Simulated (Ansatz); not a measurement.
**Al (model structure, P6/mmm, No. 191, 7 atoms in the cell): bulk modulus B0 by level of theory**

No measured value is used here.

| level (code) | value (GPa) | cell (Å³/atom) |
|---|---|---|
| LDA (Ansatz) | 75.6 | 16.55 |
| PBEsol (Ansatz) | [?] | 16.93 |
| r²SCAN (Ansatz) | 82.3 | 16.63 |

Q: Fill in the missing entries.

A: 
- PBEsol (Ansatz, an electronic-structure program), value (GPa): 74.3

LDA, PBEsol, r²SCAN: the bulk modulus is −V dP/dV from two relaxed cells at ±2 % in volume. Each level is taken at its own relaxed cell. Cutoffs differ between the levels. Ansatz's density-functional and Hartree–Fock values are scalar-relativistic unless marked +SOC, with PAW data made under PBE.

A model structure was made by putting elements into a prototype or built by hand; it is no filed structure, need not be a known phase, and can be a saddle point held by its symmetry.
